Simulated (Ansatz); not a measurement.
**InP, response to strain**

The parent structure is InP in the zinc blende structure (space group F-43m, No. 216; a = 5.907 Å). Axes: x, y, z lie along the cube axes.

Strains are applied to the cell and any free atomic positions relax; under biaxial strain the out-of-plane vector relaxes too; under stress the whole cell relaxes.

The values are results of Kohn–Sham DFT with the r2SCAN functional, run in Ansatz (an electronic-structure program) with PAW and 500 eV plane waves, no SOC, not measurements.

Candidates:
(a) uniaxial strain ε_xx = −3.90 %
(b) uniaxial stress, 3 GPa tension along x
(c) biaxial strain −0.79 %, plane normal [001], relaxed out of plane
(d) biaxial strain +0.48 %, plane normal [111], relaxed out of plane

Base values:

| Item | Result |
|---|---|
| Band gap | 1.03 eV |

Q: Order them by band gap, lowest first.

A: (b) uniaxial stress, 3 GPa tension along x (0.82 eV), (d) biaxial strain +0.48 %, plane normal [111], relaxed out of plane (0.96 eV), (c) biaxial strain −0.79 %, plane normal [001], relaxed out of plane (1.04 eV), (a) uniaxial strain ε_xx = −3.90 % (1.13 eV)

Semilocal Kohn–Sham gaps tend to fall short of experiment. Beyond what the load breaks, stability against distortions was not tested.
